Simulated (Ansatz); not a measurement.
Amorphous cells of C, N, Si: the gap between the highest filled and lowest empty level at the zone centre, by PBE and by a single point of HSE06 on the same geometry (PBE, scalar-relativistic without spin-orbit coupling (plane waves to 420 eV, PAW; Ansatz, a program for electronic structure); exact exchange cut at the cells' faces). The networks come from melt-quench runs on the CHGNet potential at compositions and starting densities chosen by hand, with anions pushed apart in the CHGNet dynamics, and DFT then relaxed them. The cells are small and were quenched far faster than real films, so single cells scatter. Defect or tail levels can set these gaps. The rows are the first to finish with both values and no moments.

```json
[
 {"cell": "A (Si16C24N16, 2.26 g/cm3)", "PBE gap x (eV)": "0.41", "HSE06 gap y (eV)": "0.89"},
 {"cell": "B (Si30C12N24, 2.83 g/cm3)", "PBE gap x (eV)": "0.43", "HSE06 gap y (eV)": "0.98"},
 {"cell": "C (Si30C18N16, 2.71 g/cm3)", "PBE gap x (eV)": "0.64", "HSE06 gap y (eV)": "withheld"},
 {"cell": "D (Si30N36C3, 2.98 g/cm3)", "PBE gap x (eV)": "0.69", "HSE06 gap y (eV)": "1.42"},
 {"cell": "E (Si30N40C, 2.94 g/cm3)", "PBE gap x (eV)": "1.48", "HSE06 gap y (eV)": "2.73"},
 {"cell": "F (Si30N36C3, 2.98 g/cm3)", "PBE gap x (eV)": "1.69", "HSE06 gap y (eV)": "2.60"}
]
```

**Question.** Fit a straight line through the 5 full rows and predict the withheld value for C (Si30C18N16, 2.71 g/cm3).

**Answer.** Means: x = 0.940, y = 1.724. Slope = Σ(Δx Δy) / Σ(Δx²) = 2.098 / 1.458 = 1.44; the r.m.s. residual is 0.143. Prediction: 1.724 + 1.44 × (0.64 − 0.940) = 1.29. The run gave 1.31, 0.02 above the line.
